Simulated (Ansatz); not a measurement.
Take BeS in the zinc blende structure (space group F-43m, No. 216; a = 4.869 Å) as the base. Axes: x, y, z lie along the cube axes.

All numbers come from Kohn–Sham DFT with the r2SCAN functional, run in Ansatz (an electronic-structure program) with PAW and 500 eV plane waves, without spin-orbit coupling.

Base values:

Smallest direct gap: 6.22 eV
Valence-band top at Γ: 0.00, 0.00, 0.00 eV
Pressure: 0.0 kbar
Band gap: 3.59 eV

It is then changed as follows: tensor shear ε_xy = +1.71 % (engineering shear γ = 0.0342), atoms relaxed at fixed cell.

Problem. What happens to the smallest direct gap, valence-band top at Γ, pressure and band gap?

Solution. The smallest direct gap decreases by 0.35 eV, from 6.22 eV to 5.87 eV; the valence-band top at Γ (three highest levels, from the VBM) goes from 0.00, 0.00, 0.00 eV to 0.00, -0.14, -0.26 eV; the pressure (mean of the normal stresses, compression positive) goes from zero to 0.7 kbar; the band gap drops by 0.175 eV to 3.41 eV.

The cells carry an imposed strain or load. Whether these cells are dynamically stable was not tested.
